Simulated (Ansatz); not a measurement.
An Ansatz (a first-principles code) run: ZrB2 with a change (pressure 2.1 GPa); PBE/PAW in Ansatz, spin-orbit coupling left out.

Input:

Ansatz 0.2 input:
```yaml
crystal:
  lattice:
    - [3.1678136915, 0, 0]
    - [-1.5839068457, 2.7434071313, 0]
    - [0, 0, 3.5363483926]
  atoms:
    - { symbol: Zr, position: [0, 0, 0] }
    - { symbol: B, position: [0.6666666667, 0.3333333333, 0.5] }
    - { symbol: B, position: [0.3333333333, 0.6666666667, 0.5] }
basis: { ecutwfc: 420, ecutrho_ratio: 4, xc_grid: 2, fft_grid_basis: typed }
kpoints: { mp_grid: { grid: [17, 17, 13] } }
hamiltonian:
  xc: pbe
  dispersion: none
  pseudopotentials: { kind: paw }
scf: { occupations: { method: fermi_dirac, width: 0.05 } }
relax: { f_tol: 0.01, max_steps: 60, cell: { stress_tol: 0.02, p_target: 2.1 } }
output: { forces: true, stress: true }
checkpoint: { write: state.ck, write_every: 1000 }
```

Output (explanatory and most iteration lines left out):

```
Relaxation: its limit of steps is 60 (relax.max_steps)
Pseudopotential: Zr, paw, valence charge 12
Pseudopotential: B, paw, valence charge 3
Crystal: 3 atoms, lattice volume = 30.733 Å³
Basis set: ecut = 420 eV, 575 PW (Γ), exchange–correlation on 48×48×48 points (8 copies of the dense FFT grid, shifted against one another)
Bands: 13, of which v1, the nominal top of the filled ones, is band 9 counted from 1 (8 counted from 0)
Symmetry: 24 space group operations
Space group: P6/mmm (ITA 191), of the structure as read, at distance tolerance 3.1e-5 Å
k-points: 231 of 3757
Functional: x = pbe(κ = 0.804, μ = 0.2195149727645171), c = pbe(β = 0.06672455060314922)
SCF iter   1: F=—  HF=-4498.723082 eV  |F-HF|=—  |Δ(HF+E_count)|=         —  Δρ=1.50e-3  dr2=6.29e-4  ethr=1.77e-3  ⟨swp⟩=4.9  Hψ=14710  notcnv=0
SCF iter   2: F=—  HF=-4498.723062 eV  |F-HF|=—  |Δ(HF+E_count)|=   2.06e-5  Δρ=9.14e-4  dr2=3.39e-4  ethr=3.50e-6  ⟨swp⟩=2.2  Hψ=6470  notcnv=0
SCF 1 converged in 7 iterations: F = -4498.723037 eV  dr2 = 1.02e-8
relax step   1: F+E_penalty+E_count = -4498.72303741 eV  Δ(F+E_penalty+E_count) = +0.000e0 eV  max|allowed force component| = 2.467e-16 eV/Å  Δτ_max = 0.0000 Å  P = +0.884 GPa  Ω = 30.733 Å³  (7 SCF iters, dr2 threshold 1.00e-7 eV, accepted)
[... steps on the carried basis left out ...]
relax step   6: F+E_penalty+E_count = -4498.72163488 eV  Δ(F+E_penalty+E_count) = +1.758e-4 eV  max|allowed force component| = 8.635e-17 eV/Å  Δτ_max = 0.0000 Å  P = +2.094 GPa  Ω = 30.581 Å³  stress off target by 7.13e-3 GPa  SCF on the basis re-selected at this cell (its energy is not comparable with the rows above)  (8 SCF iters)
SCF converged after 8 iterations
Free energy (F): -4498.721635 eV
Internal energy: -4498.719932 eV  (E = F + TS)
E sigma→0 (E₀):  -4498.720783 eV
Entropy (-TS):   -0.001703 eV (-0.568 meV/atom)
Fermi energy:    15.960409 eV
--- Forces (eV/Å), atoms counted from 1 ---
  atom   1  Zr    -0.00000000     0.00000000     0.00000000
  atom   2  B      0.00000000     0.00000000     0.00000000
  atom   3  B     -0.00000000    -0.00000000    -0.00000000
--- Stress (GPa, compression-positive) ---
        2.094684      -0.000000      -0.000000
       -0.000000       2.094684      -0.000000
       -0.000000      -0.000000       2.092874
  P = ⅓ Tr σ = 2.0941 GPa (20.941 kbar)
--- Relaxed structure (5 steps of the walk, 5 accepted, 1 SCFs on fresh bases) ---
  cell:  # Å, volume = 30.5809 Å³
    - [3.162871657267926, -2.882246846025188e-11, 0.0]
    - [-1.581435828609002, 2.739127204118223, 0.0]
    - [0.0, 0.0, 3.529854509255353]
  atoms:
    - { symbol: Zr, position: [6.817954333807129e-35, 2.827585356624296e-35, 0.0] }
    - { symbol: B, position: [0.6666666666666666, 0.33333333333333337, 0.5000000000000001] }
    - { symbol: B, position: [0.33333333333333337, 0.6666666666666667, 0.5000000000000001] }
```

Load acts through the strain it causes; cell and atoms are relaxed under it. Whether these cells are dynamically stable was not tested. All final runs are without spin polarisation. The cell was made from ZrB2 (space group P6/mmm, No. 191) by this change: pressure 2.1 GPa.
